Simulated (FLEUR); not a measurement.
FLEUR run on Mg2Sn (Fm-3m, 3 atoms in the cell): self-consistent single point.

Method: PBEsol, all-electron FLAPW (FLEUR), scalar-relativistic valence.

```
Mg2Sn
1.0
    0.00000     3.38068     3.38068
    3.38068     0.00000     3.38068
    3.38068     3.38068     0.00000
Mg Sn
2 1
Direct
  0.25000   0.25000   0.25000
  0.75000   0.75000   0.75000
  0.00000   0.00000   0.00000
```

Reference input (self-consistent single point, DFT, PBE, all-electron FLAPW (FLEUR), scalar-relativistic valence): Kmax = 4 1/bohr; GmaxXC = 12 1/bohr; xcFunctional = pbe; jspins = 1; l_soc = F; mode = hist; fermiSmearingEnergy = 0.00073499 Htr; mesh (inpgen div1-3) = 9 9 9; inpgen gamma flag = false; Gmax = 12 1/bohr; numbands = 0; maxIterBroyd = 15. This run's input differs from it in these lines:

```diff
@@ -15,2 +15,3 @@
 &comp jspins=1 /
+&exco xctyp='PBEs' /
 &kpt div1=9 div2=9 div3=9 /
@@ -27,3 +28,3 @@
       <coreElectrons ctail="T" frcor="F" kcrel="0" coretail_lmax="0"/>
-      <xcFunctional name="pbe" relativisticCorrections="F"/>
+      <xcFunctional name="PBEs" relativisticCorrections="F"/>
       <magnetism jspins="1"/>
```

Output (repeated stretches shortened):

```
 Iteration:     1   Distance:       4.10419168 me/bohr^3
 Iteration:     2   Distance:       3.83838181 me/bohr^3
 Iteration:     3   Distance:       1.39692218 me/bohr^3
 Iteration:     4   Distance:       0.80525449 me/bohr^3
 Iteration:     5   Distance:       0.66929103 me/bohr^3
   [... 5 lines left out ...]
 Iteration:    11   Distance:       0.00032136 me/bohr^3
 Iteration:    12   Distance:       0.00049972 me/bohr^3
 Iteration:    13   Distance:       0.00001563 me/bohr^3
 Iteration:    14   Distance:       0.00000998 me/bohr^3
 Run finished successfully
 Stop message:
   Structural relaxation: Done

[file out, last iteration]
             iter=     15
[...]
          total density-effective poten   -1.0845157125E+04
          total charge density-energy d   -1.9463305311E+02
 Updated energy parameters for spin:           1
[...]
 fermi energy and band-weighting factors:
    0.484086    0.484086    0.513089

[...]
FERMIE:
          first approx. to ef    (T=0)  :   0.170165 htr   (energy of the highest occ. eigenvalue)
          number of occ. states  (T=0)  :        593
          first approx. to seigv (T=0)  : -33.111524 htr
          sum of weights of occ. states :  17.004115
          sum of semicore charge        :   0.000000 e
FERHIS:  Fermi-Energy by histogram:
          bandgap                     :   0.003353 htr
   [... lines left out ...]
          charge neutrality (T=0)     :   0.008230    (zero if the highest occ. eigenvalue is "entirely" occupied)
     EF_NEWTON:  Adjust Fermi-Energy by Newton-Method.
 Direct bandgap for spin            1 :    9.9035719297208002E-003  Htr
 ---->    free energy=                     -6576.2303513233 htr
   [... lines left out ...]
      extrapolation for T->0
 ---->    total electron energy=           -6576.2303419063 htr
 ***** TOTAL FORCES ON ATOMS *****
 TOTAL FORCE FOR ATOM TYPE=  1  X=  3.194   Y=  3.194   Z=  3.194
                       FX_TOT= 0.000000 FY_TOT= 0.000000 FZ_TOT= 0.000000
 TOTAL FORCE FOR ATOM TYPE=  2  X=  0.000   Y=  0.000   Z=  0.000
                       FX_TOT= 0.000000 FY_TOT= 0.000000 FZ_TOT= 0.000000
 Structural relaxation: Done
```

The run converged in 14 iterations. FLEUR gives forces in its relaxation mode, with a further iteration, so its stop message speaks of a relaxation. 

The starting cell has typed, rounded lattice constants, without a prior relaxation at this level. Its lattice was rescaled by a random factor within 2.5 % of one. Values depend on the basis (sphere radii, cutoffs, local orbitals), which need not be converged. The log's line on a gap gives a spacing of levels on this mesh, which the program prints for metals too.

Cost on one core of a shared machine: roughly 80 s.
